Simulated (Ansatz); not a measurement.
**Band gap (eV)**

Cell A: CaO (rock salt, Fm-3m), 2 atoms in the cell, k-point mesh 12×12×12 on the run's own vectors. Conventional cell: a = b = c = 4.831 Å, α = β = γ = 90.00°.

Cell B: CaF2 (fluorite, Fm-3m), 3 atoms in the cell, k-point mesh 10×10×10 on the run's own vectors. Conventional cell: a = b = c = 5.5118 Å, α = β = γ = 90.00°.

Plane-wave PAW calculations with Ansatz (a first-principles code), its default PAW set, cutoff 420 eV, 500 eV for r2SCAN. The structures are at rest with PBE; other levels are single points on them. Neutral cells; Fermi-Dirac smearing of at most 0.05 eV in the solids, energies taken to zero width. The lattices are those relaxed with PBE, so at other levels the solids can be strained, which adds to the spread. A dispersion term ran beside these levels; it doesn't touch the electrons. Gaps are highest filled to lowest empty Kohn-Sham level on the run's k-point mesh, states of defects and surfaces included; edges off the mesh make the true gap smaller, and under 0.08 eV counts as none.

| cell | PBE | r2SCAN |
|---|---|---|
| A | 3.66 (indirect) | 4.20 (indirect) |
| B | 7.14 (indirect) | ___ |

Q: Complete the blanks.

A: 
- B, r2SCAN: 7.80 (indirect)
